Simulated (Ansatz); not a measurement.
NaCl (Fm-3m) under hydrostatic pressure: electron conductivity mass by PBEsol, rigid bands (plane waves, PAW, scalar-relativistic; Ansatz, a quantum-chemistry and plane-wave program). The unloaded cell, whose axes the loads refer to:

Space group Fm-3m (No. 225); a = 5.602 Å, b = 5.602 Å, c = 5.602 Å, α = 90.00°, β = 90.00°, γ = 90.00°

| atom | site | symmetry | x | y | z |
|---|---|---|---|---|---|
| Na | 4a | m-3m | 0.0000 | 0.0000 | 0.0000 |
| Cl | 4b | m-3m | 0.5000 | 0.5000 | 0.5000 |
(The calculation used a cell of 2 atoms; values per cell refer to that cell.)

| hydrostatic pressure (GPa) | volume per atom (Å³) | electron conductivity mass (mₑ) |
|---|---|---|
| -2 | 24.21 | ? |
| 0 | 21.98 | 0.398 |
| 5 | 19.12 | 0.385 |
| 15 | 16.42 | 0.377 |

Fit a straight line to ln(electron conductivity mass) against the load over the rows given, and predict the row at -2 GPa.

The means are x̄ = 6.667 GPa and ȳ = -0.9504; Σ(x − x̄)(y − ȳ) = -0.3964 and Σ(x − x̄)² = 116.7, so the slope is -0.340 % per GPa, and the rows given lie within 0.97 % of the line. At -2 GPa the line gives 0.398 mₑ; the calculation gives 0.411 mₑ, 3.1 % from it, so the trend bends or changes character over this range.

Masses are for dilute carriers at 300 K, harmonic means over directions unless an axis is named. Spin-orbit coupling is left out. Stresses and pressures are the targets of the relaxation. The structure type is held at every load. Geometry: cell and atoms relaxed with PBEsol.
